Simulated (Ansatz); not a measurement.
# zincblende AlP (F-43m): a fit under hydrostatic pressure (both signs)

Cell and atoms relaxed with PBEsol to each stress σ (compression positive); gaps by PBE with spin-orbit coupling, rigid bands (plane waves, PAW; Ansatz, a first-principles code). Unloaded cell: a = 3.868 Å, b = 3.868 Å, c = 3.868 Å, α = 60.00°, β = 60.00°, γ = 60.00°.

```tsv
σ (GPa)	ln(V/V₀) (%)	gap (eV)
0	0	1.573
-4.20	5.41	1.675
-2.80	3.46	1.641
-1.40	1.67	1.606
2.80	-3.02	1.512
5.60	-5.72	1.456
8.40	-8.17	1.402
```

Q: Fit E_g = 1.573 eV + aσ + bσ² and ε = cσ + dσ² to the loaded rows by least squares.

A: a = -0.0230 eV/GPa, b = 3.22e-04 eV/GPa²; c = -1.17 %/GPa, d = 0.0245 %/GPa².

Q: One run was withheld, at σ = 1.40 GPa. Predict its gap and its ln(V/V₀), then set them beside the run.

A: E_g = 1.573 + (-0.0230)(1.40) + (3.22e-04)(1.40)² = 1.541 eV and ε = (-1.17)(1.40) + (0.0245)(1.40)² = -1.59 %. The run gave 1.542 eV and -1.56 %, misses of 0.001 eV and 0.03 percentage points.

Gaps are resolved to about 0.01 eV; third decimals are kept for the arithmetic. Every relaxation keeps the zincblende phase (space group F-43m under this load), so a transition, a distortion that breaks the symmetry or fracture can't show.
